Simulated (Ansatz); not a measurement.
```xyz
52
Lattice="16.0000 0.0000 0.0000 0.0000 16.0000 0.0000 0.0000 0.0000 8.8876" Properties=species:S:1:pos:R:3 pbc="T T T"
C     10.4738     8.4014     7.5170
C     10.1179     9.3400     8.5491
C     10.3770     8.7942     6.1563
C     10.4980     8.2023     3.7635
C      9.0749    10.2639     8.2006
C      9.5855     9.9409     5.8078
C      8.6967    10.4073     6.8400
C     10.0039     9.5050     3.4150
C      9.2525    10.1707     4.4472
C     10.3059     8.9817     1.0222
C      9.7356     9.8078     2.0543
C      7.3033    10.4073     6.4915
C      6.4145     9.9409     7.5236
C      7.8997    10.5041     4.0986
C      6.9251    10.2639     5.1308
C      8.5019    10.4553     1.7058
C      7.4981    10.4553     2.7380
C      8.1003    10.5041     0.3452
C      5.6230     8.7942     7.1751
C      5.5020     7.7977     8.2073
C      5.8821     9.3400     4.7823
C      5.5262     8.4014     5.8145
C      6.2644     9.8078     2.3895
C      5.6941     8.9817     3.4217
C      6.7475    10.1707     8.8843
C      5.9961     9.5050     1.0288
C      5.9961     6.4950     7.8588
C      5.6941     7.0183     5.4660
C      6.2644     6.1922     6.4981
C      5.5262     7.5986     3.0731
C      5.8821     6.6600     4.1053
C      5.5020     8.2023     0.6803
C      5.6230     7.2058     1.7125
C      8.1003     5.4959     8.5424
C      7.4981     5.5447     6.1496
C      8.5019     5.5447     7.1818
C      6.9251     5.7361     3.7568
C      7.8997     5.4959     4.7890
C      6.4145     6.0591     1.3640
C      7.3033     5.5927     2.3962
C      6.7475     5.8293     8.8910
C      9.7356     6.1922     6.8333
C     10.3059     7.0183     7.8655
C      9.2525     5.8293     4.4405
C     10.0039     6.4950     5.4726
C      8.6967     5.5927     2.0476
C      9.5855     6.0591     3.0798
C      9.0749     5.7361     0.6870
C     10.4980     7.7977     5.1241
C     10.3770     7.2058     2.7313
C     10.1179     6.6600     0.3385
C     10.4738     7.5986     1.3707
```

These are PBE (plane waves to 420 eV, PAW; Ansatz, a program for electronic structure) values and carry that method's errors. Mesh 1×1×12. No spin polarisation. It repeats along c; a and b span vacuum. A model structure. It keeps the symmetry and period of its start, so it need not be a minimum against all distortions. Buckling under compression is shut out by symmetry and the short period.

Question: Say what this body is, and give its properties.

Answer: (5,2) carbon nanotube. An idealised model, rolled from the flat sheet.
- mean diameter = 5.01 Å
- energy over the flat sheet = +330 meV/atom
- PBE gap = none (under 0.01 eV)
- crossings of the Fermi level between Γ and the zone edge (49 points) = 3, each for both spins (ideal conductance 3 × 2e²/h)
- work function (PBE) = 4.44 eV
- axial stiffness dF/dε = 497 nN
